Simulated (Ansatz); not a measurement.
Consider LiNbO3 (space group R3c, No. 161).

```xyz
10
Lattice="2.5673 1.4822 4.6080 -2.5673 1.4822 4.6080 0.0000 -2.9645 4.6080" Properties=species:S:1:pos:R:3 pbc="T T T"
Li     0.0000     0.0000     3.8815
Li     0.0000     0.0000    10.7936
Nb     0.0000     0.0000    13.8019
Nb     0.0000     0.0000     6.8898
O     -0.6435    -1.4348     5.4740
O      1.5643     0.1601     5.4740
O     -0.9208     1.2747     5.4740
O     -1.6465    -0.2076     7.7780
O      0.6435     1.5297     7.7780
O      1.0030    -1.3222     7.7780
```

Cartesian axes are those of the cell as printed.

Calculations: plane-wave PAW DFT at the PBEsol level (Ansatz, an electronic-structure program, 420 eV), without spin-orbit coupling.

Base values:

```
Quantity                         Result
-----------------------------  --------
Shortest interatomic distance   1.882 Å
Pressure                       0.00 GPa
```

One thing is altered: uniaxial strain ε_zz = −1.50 %, all other strain components held at zero, atoms relaxed at fixed cell.

Question: Predict the new shortest interatomic distance.

Answer: The shortest interatomic distance stays essentially unchanged (1.882 Å against 1.883 Å).

Question: What does the calculation give for the energy relative to the base after the change?

Answer: The energy increases by 1.8 meV/atom.

Question: What happens to the pressure?

Answer: The pressure (mean of the normal stresses, compression positive) goes from zero to 1.92 GPa.

Question: How does this affect the largest internal atomic displacement?

Answer: The largest internal atomic displacement amounts to 0.010 Å.

Stability against distortions was not tested.
